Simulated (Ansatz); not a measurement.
tetragonal MoSi2 (0 0 1) on rock-salt PbTe (0 0 1) (film strained to the substrate, started from cuts of the bulks and a machine-learned relaxation; slabs Pb4Te4 and Mo6Si16, which can lie off the formulas)

A periodic stack without vacuum, tetragonal MoSi2 (0 0 1) on rock-salt PbTe (0 0 1) (film strained to the substrate, started from cuts of the bulks and a machine-learned relaxation; slabs Pb4Te4 and Mo6Si16, which can lie off the formulas): substrate slab Pb4Te4, film Mo6Si16, surface cells [[1, 0], [1, 1]] and [[-1, 1], [-1, -1]], film strained by +2.1 and +2.1 %, outermost planes PbTe/PbTe and Si/Si as cut, which need not be the usual terminations and can put a slab off its formula.

The start was prepared with a machine-learned potential, and the result is one local minimum, with the in-plane cell held and forces under 0.04 eV/Å; the film can end far from its bulk form.

Level of theory: PBE (plane waves to 420 eV, PAW; Ansatz, a quantum-chemistry and plane-wave program). No spin–orbit coupling; the runs are not spin-polarised. Its k-point mesh 7×7×1, Fermi–Dirac width 0.05 eV.

The interface area comes out as 21.6 Å². The period is 28.92 Å and the heights between the nearest atoms of the two slabs at the two interfaces comes out as 2.43 and 2.42 Å. The Pb–Si contacts across the interfaces within 1.22 times the sum of covalent radii is 2, mean 2.85 Å and the Si–Te contacts across the interfaces within 1.22 times the sum of covalent radii comes out as 2, mean 2.69 Å.

```xyz
30
Lattice="4.6466 0.0000 -0.0033 0.0000 4.6466 0.0046 -2.3434 2.3511 28.9246" Properties=species:S:1:pos:R:3 pbc="T T T"
Pb    -1.4365     4.0931     4.8188
Pb     1.4532     1.7343     1.3999
Pb    -0.8971     4.1173    11.4164
Pb     0.8841     1.7448     7.9977
Te     0.8324     1.7727     4.9150
Te    -1.0921     4.0554     1.0088
Te     1.2075     1.7913    11.8035
Te    -1.4966     4.0585     7.9038
Mo    -0.7318     6.4225    20.8736
Mo     1.5942     4.0993    20.8692
Si     3.3200     4.1103    14.2328
Si     2.1596     1.7876    14.3165
Si    -0.6386     1.7826    15.7555
Si     1.5176     4.1057    15.7235
Mo    -0.7442     4.1040    16.9290
Mo     1.5996     1.7815    16.9668
Si    -0.7239     1.7786    18.2699
Si     1.5798     4.1029    18.2667
Si    -0.7337     4.1012    19.5799
Si     1.5942     6.4244    19.5825
Si    -0.7314     4.0974    22.1626
Si     1.5963     6.4207    22.1608
Si    -0.7204     6.4192    23.4730
Si     1.5834     4.0965    23.4714
Mo    -0.7376     4.0946    24.8131
Mo     1.6061     6.4181    24.7718
Si    -0.6304     6.4171    25.9875
Si     1.5253     4.0931    26.0138
Si    -1.3224     4.0903    27.5085
Si     2.1674     6.4126    27.4209
```
